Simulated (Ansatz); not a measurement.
System: rock-salt PrS. Method: PBEsol in Ansatz (plane waves, PAW).

Settings: plane-wave cutoff 520 eV, 16×16×16 k mesh, Fermi–Dirac smearing 0.05 eV, spin-polarised with parallel moments, scalar-relativistic PAW data made under PBE.

Cell (relaxed at this level):

```yaml
crystal:
  lattice:
    - [0.00000, 2.81774, 2.81774]
    - [2.81774, 0.00000, 2.81774]
    - [2.81774, 2.81774, 0.00000]
  atoms:
    - { symbol: S, position: [0.50000, 0.50000, 0.50000] }
    - { symbol: Pr, position: [0.00000, 0.00000, 0.00000], spin: 2.0 }
```

Task: Give the computed bulk modulus.

Result: 
- bulk modulus: 77.5 GPa

The run finds no gap.

Note: the magnetic order was assumed, not searched for or taken from measurement; the bulk modulus is −V dP/dV from two relaxed cells at ±2 % in volume; the 4f shell is treated without U or exact exchange, so its levels and filling can be wrong; the volume lies 5 % below that of the published cell.

Spins in the cell block are starting values.

Spin–orbit coupling is not included; it can open a gap where bands touch, and shift volumes and moduli.

Computed values are for the static lattice.

The result took around 4 core-minutes (rough).

Ansatz is a quantum-chemistry and plane-wave program.
